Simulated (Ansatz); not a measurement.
Bond-angle distributions (per cent of the angles at each element, bins of 10°) of a relaxed model of amorphous In$_{6}$Ga$_{12}$Zn$_{6}$O$_{33}$ at 5.60 g/cm³. Level of theory: PBE, scalar-relativistic without spin-orbit coupling (plane waves to 420 eV, PAW; Ansatz, an electronic-structure program).

The cell was made by melting and quenching with the CHGNet potential and then relaxed with DFT. O atoms were pushed apart under 1.9 Å during the dynamics, to hinder bonds among them. The hot cell started wider than the set density and was brought back towards it in steps. It is the lowest in DFT energy of 2 quenches. It is a model cell: composition and starting density were chosen by hand, and all elements were melted together. No dispersion term was used. Its density started from a set value of 5.84 and ended at 5.60 g/cm³. Cooling (nominally 170 K/ps over its main leg) ran many orders faster than in experiment, which tends to leave more defects and strain. Values belong to this one cell and scatter from quench to quench. Volume and shape were free in the relaxation. On a 2×2×2 Γ-centred mesh force components of up to 0.15 eV/Å stay, since the relaxation ran on the zone centre alone.

Bonds are counted up to In-In 3.12 Å, In-Ga 2.90 Å, In-Zn 2.90 Å, In-O 2.66 Å, Ga-Ga 2.68 Å, Ga-Zn 2.68 Å, Ga-O 2.36 Å, Zn-Zn 2.68 Å, Zn-O 2.40 Å, O-O 1.58 Å. Two cations that share two anions don't count as bonded, nor two that share one unless they lie closer than In-In 3.04 Å, In-Ga 2.82 Å, In-Zn 2.82 Å, Ga-Ga 2.61 Å, Ga-Zn 2.61 Å, Zn-Zn 2.61 Å.

```csv
angle (°),at In,at Ga,at Zn
50-60,0,0,0
60-70,0,0,0
70-80,19,1,2
80-90,23,21,30
90-100,20,19,22
100-110,13,25,12
110-120,5,12,10
120-130,0,8,0
130-140,0,4,0
140-150,4,2,5
150-160,4,2,5
160-170,9,4,8
170-180,3,1,5
```

They go with these counts of neighbours within the cut-offs, cation contacts included: In mean 5.5, most often 5; Ga mean 4.5, most often 5; Zn mean 4.2, most often 4.
